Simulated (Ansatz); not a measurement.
Cu: energy against volume

Cu (fcc, Fm-3m, 11.315 Å³/atom and stress up to 0.01 GPa in the relaxed cell, cube axes along x, y and z) under an equal strain ε along all three axes. PBEsol in Ansatz, a plane-wave DFT program (PAW, default set), 420 eV, 32×32×32 Γ-centred mesh, Fermi-Dirac smearing 0.10 eV.

Here V stands for volume and E for E less E0.

| volume (Å³/atom) | E less E0 (meV/atom) | pressure (GPa) |
|---|---|---|
| 10.6500 | 22.94 | 11.84 |
| 10.8138 | 12.60 | 8.52 |
| 10.9794 | 5.45 | 5.46 |
| 11.1465 | 1.31 | 2.62 |
| 11.3154 | 0.00 | -0.01 |
| 11.4860 | 1.37 | -2.43 |
| 11.6583 | 5.25 | -4.67 |
| 11.8323 | 11.50 | -6.72 |
| 12.0080 | 19.98 | -8.61 |
| 12.3647 | ? | ? |

Problem. Fit E against V with the third-order Birch-Murnaghan form, a cubic in V^(-2/3), and predict the withheld value at V = 12.3647.

Solution. With u = V^(-2/3) - 0.199, the rows have u = 0.007586, 0.005494, 0.003433, 0.001405, -0.000595, -0.002564, -0.004504, -0.006416, -0.008299. Least squares gives E = 0.106 + 376.32·u + 340835·u² + 836208·u³. Residuals (row less fit): 0.000, 0.000, 0.001, 0.000, -0.003, 0.002, 0.001, -0.001, 0.001; standard error 0.002 (degrees of freedom: 5). Its minimum lies at u = -0.000553, so V0 = (0.198447)^(-3/2) = 11.31. There d²E/du² = 678900 and d³E/du³ = 5017000, so B0 = (4/9) × 11.31^(-7/3) × 678900 × 0.160218 = 168 GPa (the last factor turns the table's units into GPa), and B0' = 4 + (2/3) × 0.198447 × (5017000)/678900 = 5.0. B0' rests on the cubic coefficient alone and has a standard error of 0.1 from these residuals. At the withheld row, u = -0.011984, so E = 0.106 + 376.32 × (-0.011984) + 340835 × (-0.011984)² + 836208 × (-0.011984)³ = 43.106 meV/atom. The calculation gives 43.09 meV/atom, 0.016 meV/atom below the prediction (0.0 % of the range of E in the table). The row lies outside the fitted rows, so this is an extrapolation. The scatter of the fitted rows lies at the last printed digit.

In a metal these values are sensitive to mesh and smearing; energies are taken to zero smearing, stresses follow the free energy. Other structures, which can take over under pressure, weren't tried. The same form fitted to the pressure column gives B0' = 5.0; series where the two differ by over 0.4 aren't shown. Rows are the converged runs of the series near zero and its far end, less any whose ions stayed unrelaxed beside relaxed ones; series whose fitted rows scatter by over a few per cent of the range, as at a crossing or softening among them, aren't shown in this form.
